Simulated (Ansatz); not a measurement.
The reference is PtS2 in the CdI2 type structure (space group P-3m1, No. 164; a = 3.5523 Å, c = 5.1280 Å; layered, stacked along the Cartesian z axis).

Computed with Ansatz (a first-principles code) r2SCAN+rVV10, scalar-relativistic without spin-orbit coupling.

One change was made to it. Results:

```tsv
quantity	base	after
band gap	0.80 eV	zero
shortest interatomic distance	2.389 Å	2.371 Å
```

Task: Which of these changes matches the shifts?
A) pressure 7.5 GPa
B) pressure 3 GPa
C) pressure −1 GPa

Result: A, pressure 7.5 GPa. For comparison, the band gap in the other runs: pressure 3 GPa gives 0.22 eV; pressure −1 GPa gives 1.07 eV.

The mesh was chosen for an insulator and is coarse for the gapless case. Spin-orbit coupling, missing from the scalar runs, can matter with Pt. Load acts through the strain it causes; cell and atoms are relaxed under it. Stability against distortions was not tested. No other phases were tried under pressure. All final runs are without spin polarisation. The zero or small gap of PtS2 under pressure 7.5 GPa and PtS2 under pressure 3 GPa can change with the level of theory.
